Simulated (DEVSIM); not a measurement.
Structure: abrupt Si p-n junction, at 300 K.

```csv
layer (left to right),material,thickness (μm),Nd (cm⁻³),Na (cm⁻³),τn (s),τp (s)
1,Si,23.0,-,1.9e15,5.9e-5,5.9e-5
2,Si,0.820,4.6e15,-,5.9e-5,5.9e-5
```

Left contact: ohmic. Right contact: ohmic. Voltage is applied to the left contact. Recombination: SRH at mid-gap. Mobility is constant in doping.

This is a model device: material constants are rounded textbook-type values typed into the input, and sizes, dopings and lifetimes were drawn at random. Values at 300 K.

```tsv
parameter	Si
gap (eV)	1.124
affinity (eV)	4.05
permittivity	11.7
Nc (cm⁻³)	2.86e19
Nv (cm⁻³)	3.1e19
μn (cm²/Vs)	1417
μp (cm²/Vs)	470
```

DEVSIM, 1D drift-diffusion, Boltzmann statistics, complete ionisation; no tunnelling, impact ionisation, image-force lowering or self-heating.

Problem. Tabulate band edges, carrier densities and field at zero bias.

Solution. Energies count from the Fermi level of the right contact; mesh points crowd at the junctions.

| x (μm) | Ec (eV) | Ev (eV) | n (cm⁻³) | p (cm⁻³) | field (V/cm) |
|---|---|---|---|---|---|
| 0.000 | 0.873 | -0.251 | 61000 | 1.9e15 | ≈ 0 |
| 0.03027 | 0.873 | -0.251 | 61000 | 1.9e15 | ≈ 0 |
| 0.09374 | 0.873 | -0.251 | 61000 | 1.9e15 | ≈ 0 |
| 0.2420 | 0.873 | -0.251 | 61000 | 1.9e15 | ≈ 0 |
| 0.7431 | 0.873 | -0.251 | 61000 | 1.9e15 | ≈ 0 |
| 1.709 | 0.873 | -0.251 | 61000 | 1.9e15 | ≈ 0 |
| 3.733 | 0.873 | -0.251 | 61000 | 1.9e15 | ≈ 0 |
| 11.26 | 0.873 | -0.251 | 61000 | 1.9e15 | ≈ 0 |
| 17.49 | 0.873 | -0.251 | 61000 | 1.9e15 | ≈ 0 |
| 20.57 | 0.873 | -0.251 | 61000 | 1.9e15 | ≈ 0 |
| 21.94 | 0.873 | -0.251 | 61000 | 1.9e15 | ≈ 0 |
| 22.65 | 0.798 | -0.326 | 1100000 | 1.0e14 | -5500 |
| 22.85 | 0.628 | -0.496 | 8.1e8 | 1.4e11 | -11000 |
| 22.95 | 0.504 | -0.620 | 9.6e10 | 1.2e9 | -14000 |
| 23.00 | 0.429 | -0.695 | 1.7e12 | 6.7e7 | -16000 |
| 23.02 | 0.390 | -0.734 | 7.9e12 | 1.5e7 | -14000 |
| 23.08 | 0.322 | -0.802 | 1.1e14 | 1000000 | -10000 |
| 23.19 | 0.249 | -0.875 | 1.9e15 | 62000 | -3400 |
| 23.52 | 0.226 | -0.898 | 4.6e15 | 25000 | -18 |
| 23.70 | 0.226 | -0.898 | 4.6e15 | 25000 | ≈ 0 |
| 23.78 | 0.226 | -0.898 | 4.6e15 | 25000 | ≈ 0 |
| 23.82 | 0.226 | -0.898 | 4.6e15 | 25000 | ≈ 0 |
